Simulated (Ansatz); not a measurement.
## HgS: response to strain

Take HgS in the zinc blende structure (space group F-43m, No. 216) as the base.

```
HgS
1.0
    0.00000     2.93799     2.93799
    2.93799     0.00000     2.93799
    2.93799     2.93799     0.00000
Hg S
1 1
Direct
  0.00000   0.00000   0.00000
  0.75000   0.75000   0.75000
```

Cartesian axes are those of the cell as printed.

Strains are applied to the cell and any free atomic positions relax; under biaxial strain the out-of-plane vector relaxes too.

All numbers come from Kohn–Sham DFT with the PBEsol functional, run in Ansatz (a quantum-chemistry and plane-wave program) with PAW and 420 eV plane waves, no spin-orbit coupling, earlier PAW set.

Notes on the quantities. pressure: mean of the normal stresses, compression positive; energy relative to the base: free energy F.

| variant | pressure | energy relative to the base | space group | shortest interatomic distance |
|---|---|---|---|---|
| base | 0.0 GPa | 0 meV/atom | F-43m (No. 216) | 254.4 pm |
| biaxial strain +0.78 %, plane normal [001], relaxed out of plane | -0.2 GPa | +0.4 meV/atom | I-4m2 (No. 119) | [?] |
| biaxial strain +1.55 %, plane normal [001], relaxed out of plane | -0.4 GPa | +1.5 meV/atom | I-4m2 (No. 119) | 255.1 pm |
| biaxial strain +2.06 %, plane normal [110], relaxed out of plane | -1.2 GPa | +5.7 meV/atom | Imm2 (No. 44) | 256.0 pm |
| isotropic strain +0.26 % | -0.5 GPa | +0.3 meV/atom | F-43m (No. 216) | 255.1 pm |
| isotropic strain +0.78 % | -1.3 GPa | [?] | F-43m (No. 216) | 256.4 pm |
| isotropic strain +1.04 % | -1.7 GPa | +4.5 meV/atom | F-43m (No. 216) | 257.1 pm |
| uniaxial strain ε_xx = −3.63 % | 2.4 GPa | +7.7 meV/atom | I-4m2 (No. 119) | 251.4 pm |
| uniaxial strain ε_xx = +2.94 % | -1.6 GPa | +4.7 meV/atom | I-4m2 (No. 119) | 257.0 pm |
| uniaxial strain ε_zz = −1.33 % | 0.8 GPa | +1.0 meV/atom | I-4m2 (No. 119) | [?] |

Question: Fill in the withheld entries from the trend.

Answer: 
- biaxial strain +0.78 %, plane normal [001], relaxed out of plane, shortest interatomic distance: 254.7 pm
- isotropic strain +0.78 %, energy relative to the base: +2.5 meV/atom
- uniaxial strain ε_zz = −1.33 %, shortest interatomic distance: 253.3 pm

A biaxial case was relaxed in a doubled cell and then solved in the primitive one. A case with no gap was solved on a k-mesh chosen for an insulator, which is coarse for it. No phonon test of stability was made. The final runs are not spin-polarised.
